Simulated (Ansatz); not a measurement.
Cells marked so need not be the phases stable at ambient conditions, and some may be hypothetical.

The gap is the functional's own. No spin-orbit coupling. Mid-gap values are interpolated on the energy grid.

A. VCu3Se4 (P-43m, not sure to be the ambient phase, 8 atoms a cell, 21.7 Å³ an atom), along the normal of (111)
B. Rb3Na(WO4)2 (P-3m1, not sure to be the ambient phase, 14 atoms a cell, 20.1 Å³ an atom, -6 GPa at this level), along the normal of (101)
C. CaI2 (P-3m1, CdI2 type, not sure to be the ambient phase, 3 atoms a cell, 39.3 Å³ an atom), along the normal of (110)
D. Cs2PdCl4 (P4/mmm, not sure to be the ambient phase, 7 atoms a cell, 37.6 Å³ an atom), along the normal of (001)
E. Mg3MnH7 (P6_3/mmc, not sure to be the ambient phase, 22 atoms a cell, 8.6 Å³ an atom), along the normal of (001)

Q: Put the candidates in order of mid-gap decay constant of the slowest evanescent state, lowest first, for r2SCAN (Ansatz, a program for electronic structure).

A: A (0.23 1/Å), C (0.28 1/Å), E (0.45 1/Å), D (0.48 1/Å), B (0.51 1/Å)
